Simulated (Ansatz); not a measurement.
Fluorite NiSi2 was calculated with PBE (PAW; Ansatz, an electronic-structure program).

Run with plane-wave cutoff 520 eV, 18×18×18 k mesh, Fermi–Dirac smearing 0.05 eV, no spin polarisation, scalar-relativistic PAW data made under PBE.

Equation-of-state points:

| V (Å³/atom) | E − E_lowest (meV/atom) |
|---|---|
| 12.648 | 24.77 |
| 12.917 | 10.61 |
| 13.186 | 2.56 |
| 13.455 | 0.00 |
| 13.724 | 2.38 |
| 13.993 | 9.15 |
| 14.262 | 19.84 |

Q: Estimate the bulk modulus and its pressure derivative from these points.

A: V0 = 13.455 Å³/atom, B0 = 146 GPa, B′ = 4.5 (fit to the energies at full precision).

Measured, for comparison: equilibrium volume per atom 13.17 Å³/atom (temperature not stated, not corrected to a static lattice; as tabulated in Wikipedia's data pages). Computed (rounded) less measured: equilibrium volume per atom +2.2 %.

The computed numbers hold no vibrational or temperature effects.
